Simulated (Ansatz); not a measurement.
α-phase CO: band gap by level of theory

No measured value is used here.

```tsv
level (code)	value (eV)	cell (Å³/atom)
LDA (Ansatz)	(withheld)	17.33
PBE (Ansatz)	6.34 (direct)	29.44
r²SCAN (Ansatz)	6.77 (direct)	23.27
HSE06 (Ansatz)	8.41 (direct)	27.91
```

What belongs in the gaps?


- LDA (Ansatz, a quantum-chemistry and plane-wave program), value (eV): 5.31 (direct)

Computed values are for a static lattice.  LDA: LDA has no dispersion term either, though it tends to give short spacings of layers, chains or molecules. PBE: for a layered or molecular solid the relaxed cell lies over 5 % above the published volume, where the minimum can be shallow. PBE, r²SCAN, HSE06: the cell comes from a level without a dispersion term, which matters for the spacing of layers, chains or molecules. Each level is taken at its own relaxed cell. Cutoffs and k meshes differ between the levels. Ansatz's density-functional and Hartree–Fock values are scalar-relativistic unless marked +SOC, with PAW data made under PBE.
